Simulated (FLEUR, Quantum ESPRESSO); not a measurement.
A FLEUR input for a self-consistent single point of TlBr (Fm-3m, 2 atoms in the cell) (DFT, LDA (Vosko-Wilk-Nusair), all-electron FLAPW (FLEUR), scalar-relativistic valence):

Input of the input generator:

```
TlBr
&input film=f /
0.0000000000 3.2751990000 3.2751990000
3.2751990000 -0.0000000000 3.2751990000
3.2751990000 3.2751990000 0.0000000000
1.8897261246
1.0 1.0 1.0

2
81 0.0000000000 0.0000000000 0.0000000000
35 0.5000000000 0.5000000000 0.5000000000

&comp jspins=1 /
&exco xctyp='vwn' /
&kpt div1=6 div2=6 div3=6 gamma=t /
&end /
```

```xml
<?xml version="1.0" encoding="UTF-8" standalone="no"?>
<fleurInput fleurInputVersion="0.39">
   <comment>
      TlBr                                                                                                
   </comment>
   <calculationSetup>
      <cutoffs Kmax="3.8" Gmax="11.4" GmaxXC="11.4" numbands="0"/>
      <scfLoop itmax="100" minDistance="0.00001" maxIterBroyd="25" imix="Anderson" alpha="0.05" precondParam="0.0" spinf="2.0"/>
      <coreElectrons ctail="T" frcor="F" kcrel="0" coretail_lmax="0"/>
      <xcFunctional name="vwn" relativisticCorrections="F"/>
      <magnetism jspins="1"/>
      <soc l_soc="F" theta="0.0" phi="0.0" spav="F"/>
      <expertModes spex="0" secvar="F"/>
      <geometryOptimization l_f="T" forcealpha="1.0" forcemix="BFGS" epsdisp="0.00001" epsforce="0.00001"/>
      <ldaU l_linMix="F" mixParam="0.05" spinf="1.0"/>
   </calculationSetup>
   <cell>
      <bzIntegration valenceElectrons="20.0" mode="hist" fermiSmearingEnergy="0.0001">
         <kPointListSelection listName="default-1"/>
         <!-- k-points included here -->
         <xi:include xmlns:xi="http://www.w3.org/2001/XInclude" href="kpts.xml"> </xi:include>
      </bzIntegration>
      <!-- symmetry operations included here -->
      <xi:include xmlns:xi="http://www.w3.org/2001/XInclude" href="sym.xml"> </xi:include>
      <bulkLattice scale="1.0">
         <bravaisMatrix>
            <row-1>    0.0000000000000000     6.1892291135637958     6.1892291135637958</row-1>
            <row-2>    6.1892291135637958     0.0000000000000000     6.1892291135637958</row-2>
            <row-3>    6.1892291135637958     6.1892291135637958     0.0000000000000000</row-3>
         </bravaisMatrix>
      </bulkLattice>
   </cell>
   <atomSpecies>
      <species name="Thallium (Tl)" element="Tl" atomicNumber="81">
         <mtSphere radius="2.68" gridPoints="925" logIncrement="0.015"/>
         <atomicCutoffs lmax="10" lnonsphr="8"/>
         <electronConfig flipSpins="F">
            <coreConfig>(1s1/2) (2s1/2) (2p1/2) (2p3/2) (3s1/2) (3p1/2) (3p3/2) (4s1/2) (3d3/2) (3d5/2) (4p1/2) (4p3/2) (5s1/2) (4d3/2) (4d5/2) (4f5/2) (4f7/2) (5p1/2) (5p3/2)</coreConfig>
            <valenceConfig>(6s1/2) (5d3/2) (5d5/2) (6p1/2) (6p3/2)</valenceConfig>
            <stateOccupation state="(6p1/2)" spinUp="0.1666666666667" spinDown="0.1666666666667"/>
            <stateOccupation state="(6p3/2)" spinUp="0.3333333333333" spinDown="0.3333333333333"/>
         </electronConfig>
         <energyParameters s="6" p="6" d="6" f="5"/>
         <lo type="SCLO" l="2" n="5" eDeriv="0"/>
      </species>
      <species name="Bromine (Br)" element="Br" atomicNumber="35">
         <mtSphere radius="2.68" gridPoints="925" logIncrement="0.014"/>
         <atomicCutoffs lmax="10" lnonsphr="8"/>
         <electronConfig flipSpins="F">
            <coreConfig>(1s1/2) (2s1/2) (2p1/2) (2p3/2) (3s1/2) (3p1/2) (3p3/2) (3d3/2) (3d5/2)</coreConfig>
            <valenceConfig>(4s1/2) (4p1/2) (4p3/2)</valenceConfig>
            <stateOccupation state="(4p1/2)" spinUp="0.8333333333333" spinDown="0.8333333333333"/>
            <stateOccupation state="(4p3/2)" spinUp="1.6666666666667" spinDown="1.6666666666667"/>
         </electronConfig>
         <energyParameters s="4" p="4" d="4" f="4"/>
      </species>
   </atomSpecies>
   <atomGroups>
      <atomGroup species="Thallium (Tl)">
         <relPos label="                   1">.0000000000 .0000000000 .0000000000</relPos>
         <force calculate="T" relaxXYZ="TTT"/>
      </atomGroup>
      <atomGroup species="Bromine (Br)">
         <relPos label="                   2">1.000/2.000 1.000/2.000 1.000/2.000</relPos>
         <force calculate="T" relaxXYZ="TTT"/>
      </atomGroup>
   </atomGroups>
   <output dos="F" band="F" slice="F">
      <checks vchk="F" cdinf="F"/>
      <bandDOS minEnergy="-.5*Htr" maxEnergy="0.5*Htr" sigma="0.015" storeEVData="T"/>
      <vacuumDOS vacdos="F" integ="F" star="F" nstars="0" locx1="0.0" locy1="0.0" locx2="0.0" locy2="0.0" nstm="0" tworkf="0.0"/>
      <unfoldingBand unfoldBand="F" supercellX="1" supercellY="1" supercellZ="1"/>
      <plotting iplot="0" polar="F">
         <plot TwoD="T" vec1="  1.0  0.0  0.0" vec2="  0.0  1.0  0.0" vec3="  0.0  0.0  1.0" zero="  0.0  0.0  0.0" file="plot"/>
      </plotting>
      <chargeDensitySlicing numkpt="0" minEigenval="0.0" maxEigenval="0.0" nnne="0" pallst="F"/>
      <specialOutput eonly="F"/>
      <magneticCircularDichroism mcd="F" energyLo="-10.0" energyUp="0.0"/>
   </output>
  <!-- We include the file relax.xml here to enable relaxations (see documentation) -->
  <xi:include xmlns:xi="http://www.w3.org/2001/XInclude" href="relax.xml"> <xi:fallback/> </xi:include>
</fleurInput>
```

Question: Translate this input to Quantum ESPRESSO.

Answer: One input that does it (others would too):

```fortran
&control
 calculation = 'scf'
 prefix = 'scf'
 outdir = './tmp'
 pseudo_dir = './'
 tprnfor = .true.
 tstress = .true.
/
&system
 ibrav = 0
 nat = 2
 ntyp = 2
 ecutwfc = 65
 occupations = 'fixed'
 nbnd = 16
/
&electrons
 conv_thr = 1.0e-11
/
ATOMIC_SPECIES
Tl   204.3800  Tl.upf
Br    79.9040  Br.upf
CELL_PARAMETERS angstrom
   0.0000000000     3.2751990000     3.2751990000
   3.2751990000     0.0000000000     3.2751990000
   3.2751990000     3.2751990000     0.0000000000
ATOMIC_POSITIONS angstrom
Tl    0.0000000000    0.0000000000    0.0000000000
Br    3.2751990000    3.2751990000    3.2751990000
K_POINTS automatic
6 6 6  0 0 0
```

Basis, cutoffs, solver keys and any potentials are the target program's own. This input uses DFT, LDA (PW92), plane waves, PseudoDojo standard norm-conserving (LDA) pseudopotentials. LDA parametrisations can differ slightly between programs. Both were run: gap on the mesh 1.787 eV in FLEUR and 1.744 in Quantum ESPRESSO.

On Quantum ESPRESSO: the starting cell comes from a database of computed structures (which also holds hypothetical and non-ambient phases and stackings), without a prior relaxation at this level. For this run, on top of that: lattice scaled by 0.98. Spin-orbit coupling is off.

On FLEUR: the starting cell comes from a database of computed structures (which also holds hypothetical and non-ambient phases and stackings), without a prior relaxation at this level. For this run, on top of that: lattice scaled by 0.98. Spin-orbit coupling is off. Values depend on the basis (sphere radii, cutoffs, local orbitals), which need not be converged.
